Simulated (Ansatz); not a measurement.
# Pressure series in ZrO2

Consider ZrO2 in the fluorite structure (space group Fm-3m, No. 225; a = 5.116 Å).

Cell and atoms are relaxed at each pressure.

Levels (all Ansatz, an electronic-structure program, PAW, earlier PAW set): PBE (420 eV, no SOC); r2SCAN (500 eV, no spin-orbit coupling).

The base cell above is that of PBE; each level relaxes its own structures.

| case | band gap, PBE | band gap, r2SCAN |
|---|---|---|
| pressure −2 GPa | 3.30 eV | (withheld) |
| pressure −1 GPa | 3.31 eV | (withheld) |
| pressure 0.9 GPa | 3.33 eV | (withheld) |
| pressure 2.1 GPa | 3.34 eV | 3.91 eV |
| pressure 4.5 GPa | 3.37 eV | 3.94 eV |
| pressure 9 GPa | 3.42 eV | (withheld) |
| pressure 15 GPa | 3.48 eV | 4.05 eV |
| pressure 22.5 GPa | 3.54 eV | 4.11 eV |
| pressure 30 GPa | 3.60 eV | 4.17 eV |

Problem. What belongs in the blanks?

Solution. 
- pressure −2 GPa, band gap, r2SCAN: 3.86 eV
- pressure −1 GPa, band gap, r2SCAN: 3.87 eV
- pressure 0.9 GPa, band gap, r2SCAN: 3.90 eV
- pressure 9 GPa, band gap, r2SCAN: 3.99 eV

PBE lies below r2SCAN in every row, by 0.56 eV to 0.58 eV. They put the cases in the same order.

Load acts through the strain it causes; cell and atoms are relaxed under it. Stability against distortions was not tested. Competing high-pressure phases were not computed. This is not the structure that ZrO2 has at room temperature and ambient pressure.
